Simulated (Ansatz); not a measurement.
# What biaxial strain −1.50 %, plane normal [001], relaxed out of plane does to ZnGeP2

Consider ZnGeP$_{2}$ in the chalcopyrite structure (space group I-42d, No. 122; a = 5.424 Å, c = 10.710 Å). Axes: x, y, z lie along a, b, c of the conventional cell.

It is then changed as follows: compressive biaxial strain of 1.50 % in the plane normal to [001], as in epitaxy on a mismatched substrate; the out-of-plane cell vector and the atoms relax.

Level of theory: plane-wave PAW DFT at the PBEsol level (Ansatz, a program for electronic structure, 420 eV), scalar-relativistic without spin-orbit coupling. k-mesh 9×9×9 (Γ-centred); smearing 0.05 eV (Fermi–Dirac).

```csv
quantity,base,changed,shift
volume per atom,19.69 Å³,19.37 Å³,-0.32 Å³
space group,I-42d (No. 122),I-42d (No. 122),–
shortest interatomic distance,2.334 Å,2.324 Å,-0.010 Å
energy relative to the base (free energy F),0 meV/atom,+3.8 meV/atom,+3.8 meV/atom
"pressure (mean of the normal stresses, compression positive)",0.00 GPa,1.42 GPa,+1.42 GPa
band gap,1.07 eV,1.01 eV,-0.06 eV
gap character,"indirect, Γ → M–S (33 % along)","indirect, Γ → M–S (33 % along)",–
smallest direct gap,1.24 eV,1.36 eV,+0.112 eV
width of the top valence band,1.50 eV,1.48 eV,-0.02 eV
"valence-band top at Γ (three highest levels, from the VBM)","0.00, -0.07, -0.07 eV","0.00, 0.00, -0.09 eV",–
out-of-plane strain,–,+1.37 %,–
ratio −ε⊥/ε∥,–,0.92,–
mean in-plane stress (compression positive),–,+2.1 GPa,–
```

Cost of the whole job for the changed cell (relaxation, final SCF and bands): about 7 core-minutes (a rough figure).

Stability against distortions was not tested.
